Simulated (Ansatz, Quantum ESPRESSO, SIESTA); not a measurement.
**Code comparison for Re3Tc (P6_3/mmc, 8 atoms in the cell)**

Self-consistent single point.

```yaml
crystal:
  lattice:
    - [5.47758, 0.00000, 0.00000]
    - [-2.73879, 4.74372, 0.00000]
    - [0.00000, 0.00000, 4.42934]
  atoms:
    - { symbol: Tc, position: [0.33333, 0.66667, 0.75000] }
    - { symbol: Tc, position: [0.66667, 0.33333, 0.25000] }
    - { symbol: Re, position: [0.16651, 0.33303, 0.25000] }
    - { symbol: Re, position: [0.83349, 0.66697, 0.75000] }
    - { symbol: Re, position: [0.83349, 0.16651, 0.75000] }
    - { symbol: Re, position: [0.16651, 0.83349, 0.25000] }
    - { symbol: Re, position: [0.66697, 0.83349, 0.25000] }
    - { symbol: Re, position: [0.33303, 0.16651, 0.75000] }
```

All programs got the same cell, k-point mesh and kind of occupations (in Ansatz's words: kpoints.mp_grid.grid = 4 4 5; scf.occupations.method = gaussian; scf.occupations.width = 0.2 eV); potentials, basis and cutoffs are each program's usual ones.

```json
[
 {"code": "Quantum ESPRESSO", "model": "PBEsol, PseudoDojo standard norm-conserving (PBESOL) pseudopotentials", "pressure (GPa)": "0.94", "largest force (eV/Å)": "0.010", "k-points": "12", "cutoff": "85 Ry"},
 {"code": "SIESTA", "model": "GGA PBEsol, numerical atomic orbitals DZP, PseudoDojo PBEsol standard norm-conserving potentials (rewritten from UPF to PSML)", "pressure (GPa)": "3.46", "largest force (eV/Å)": "0.048", "k-points": "44", "cutoff": "grid 350 Ry"},
 {"code": "Ansatz", "model": "PBEsol, PAW files", "pressure (GPa)": "0.91", "largest force (eV/Å)": "0.007", "k-points": "12", "cutoff": "default"}
]
```

The spread over the programs that give each value: pressure within 2.55 GPa; largest force within 0.041 eV/Å.

The starting cell comes from a database of computed structures (which also holds hypothetical and non-ambient phases and stackings), without a prior relaxation at this level. Its lattice was rescaled by a random factor within 2.5 % of one. On Ansatz's run: Spin-orbit coupling is off. Spin polarisation is off.

Problem. Why do the programs differ, and what cannot be compared?

Solution. Differences of this kind can come from the potentials, where these differ, and from what each basis and cutoff leave unconverged. The zero of total energies and Fermi levels follows the potentials and each program's conventions, so they are not compared here. SIESTA uses small atom-centred bases, whose incompleteness enters pressures, forces and empty levels differently from a plane-wave cutoff. Ansatz's pressure is given at a fixed set of plane waves, as the other plane-wave codes print theirs. The programs reduce the same mesh by symmetry to different extents, which changes the work and not the result. In the pressure, SIESTA (by 2.53) lies more than 1 GPa from the median of the plane-wave programs.

Left out of this page: ABINIT (with a known weakness of the program); Elk and FLEUR (not drawn, or without a comparable value).

Ansatz is a quantum-chemistry and plane-wave program.

Keys are those of Ansatz 0.2.
